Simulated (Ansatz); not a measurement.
Take ZrO$_{2}$ in the fluorite structure (space group Fm-3m, No. 225; a = 5.116 Å) as the base.

(Cell as relaxed with PBE.)

Levels (all Ansatz, a first-principles code, PAW, earlier PAW set): PBE (420 eV, scalar-relativistic without spin-orbit coupling); r2SCAN (500 eV, without spin-orbit coupling).

Each level relaxes its own structure.

```csv
base,PBE,r2SCAN
volume per atom,11.16 Å³,10.98 Å³
lattice parameter a,5.116 Å,5.089 Å
band gap,3.32 eV,3.89 eV
```

Perturbation: the cell is scaled by 0.9761 in all directions, atoms relaxed at fixed cell.

| quantity | PBE | r2SCAN |
|---|---|---|
| electron mass (degenerate bands, along [100]) | 0.45, 2.0 mₑ (at Γ) | ___ |
| energy relative to the base (free energy F) | +46 meV/atom | ___ |
| smallest direct gap | 4.01 eV | ___ |
| valley order (the lowest conduction-band minima on the path, energy above the VBM, named in the base's zone) | Γ 3.52 eV; a point along ⟨110⟩, about 0.9 Å⁻¹ from Γ 4.00 eV; X along ⟨100⟩ 4.01 eV; L along ⟨111⟩ 4.22 eV | ___ |

Q: Predict the r2SCAN column.

A: 
- electron mass (degenerate bands, along [100]), r2SCAN: 0.48, 1.9 mₑ (at Γ)
- energy relative to the base (free energy F), r2SCAN: +49 meV/atom
- smallest direct gap, r2SCAN: 4.57 eV
- valley order (the lowest conduction-band minima on the path, energy above the VBM, named in the base's zone), r2SCAN: Γ 4.11 eV; a point along ⟨110⟩, about 0.9 Å⁻¹ from Γ 4.55 eV; X along ⟨100⟩ 4.57 eV; L along ⟨111⟩ 4.80 eV

PBE's energy relative to the base lies 3.1 meV/atom below r2SCAN's; PBE's smallest direct gap lies 0.56 eV below r2SCAN's; both order the valleys alike. Neither level is exact; r2SCAN is the comparison here, not a measurement.

The cells carry an imposed strain or load. Masses are band curvatures over ±0.01 Å⁻¹ around the edge. Whether these cells are dynamically stable was not tested. This is not the structure that ZrO2 has at room temperature and ambient pressure.
